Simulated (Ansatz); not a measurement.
## metastable rock-salt NbN: the defect Ta on the Nb site

These are PBE, PAW (plane waves to 420 eV; Ansatz, a program for electronic structure) values and carry that method's errors. Details: 64-site cell; 4×4×4 shifted k-points; start: the Nb site; no spin–orbit coupling; not converged in cell size; the relaxation kept the symmetry of the starting site.

Neighbours after relaxation, in Å: of the Ta atom: N 2.19, N 2.19, N 2.19, N 2.19, N 2.19, N 2.19.

Formation energies E_f are those of the neutral cell. Chemical conditions: N-rich (Δμ(Nb) = -1.91 eV, Δμ(Ta) = -2.77 eV, bounded by Ta3N5 (Cmcm); only phases computed here count, gases as isolated molecules at 0 K); Nb-rich (Δμ(Nb) = 0.00 eV, Δμ(Ta) = -0.41 eV, bounded by epsilon TaN; only phases computed here count, gases as isolated molecules at 0 K). Reference phases: Nb: bcc Nb, Ta: bcc Ta.

| charge | moment (μB) | point group | largest move off a lattice site (Å) | E_f, N-rich (eV) | E_f, Nb-rich (eV) |
|---|---|---|---|---|---|
| 0 | not spin-polarised | Oh | 0.02 | 1.03 | 0.58 |

Point groups are those of the whole cell at tolerances of 0.03 and 0.1 Å ("near" where only the looser one holds); none is given for unsettled states.

All states together cost about 2.9 core-minutes (a rough figure).
